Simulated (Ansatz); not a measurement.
## CsBi2: pressure 1.5 GPa

Consider CsBi$_{2}$ in the cubic Laves (MgCu2 type) structure (space group Fd-3m, No. 227; a = 9.627 Å; a cell from a computed database, its experimental status unchecked).

The change: cell and atoms relaxed at a pressure of 1.5 GPa.

Level of theory: DFT with PBEsol, PAW potentials and a 420 eV plane-wave cutoff in Ansatz (an electronic-structure program), spin-orbit coupling left out. k-mesh 9×9×9 (Γ-centred); smearing 0.05 eV (Fermi–Dirac).

```json
[
 {"quantity": "volume per atom", "base": "37.17 Å³", "changed": "35.59 Å³", "shift": "-1.585 Å³"},
 {"quantity": "density", "base": "8.20 g/cm³", "changed": "8.57 g/cm³", "shift": "+0.37 g/cm³"},
 {"quantity": "lattice parameter a", "base": "9.627 Å", "changed": "9.488 Å", "shift": "-0.139 Å"},
 {"quantity": "shortest interatomic distance", "base": "3.404 Å", "changed": "3.354 Å", "shift": "-0.0491 Å"},
 {"quantity": "band gap", "base": "zero", "changed": "zero", "shift": "–"}
]
```

Final structure:

```yaml
crystal:
  lattice:
    - [0.00000, 4.74392, 4.74392]
    - [4.74392, 0.00000, 4.74392]
    - [4.74392, 4.74392, 0.00000]
  atoms:
    - { symbol: Cs, position: [0.00000, 0.00000, 0.00000] }
    - { symbol: Cs, position: [0.25000, 0.25000, 0.25000] }
    - { symbol: Bi, position: [0.12500, 0.62500, 0.62500] }
    - { symbol: Bi, position: [0.62500, 0.62500, 0.12500] }
    - { symbol: Bi, position: [0.62500, 0.12500, 0.62500] }
    - { symbol: Bi, position: [0.62500, 0.62500, 0.62500] }
```

Load acts through the strain it causes; cell and atoms are relaxed under it. Whether these cells are dynamically stable was not tested.
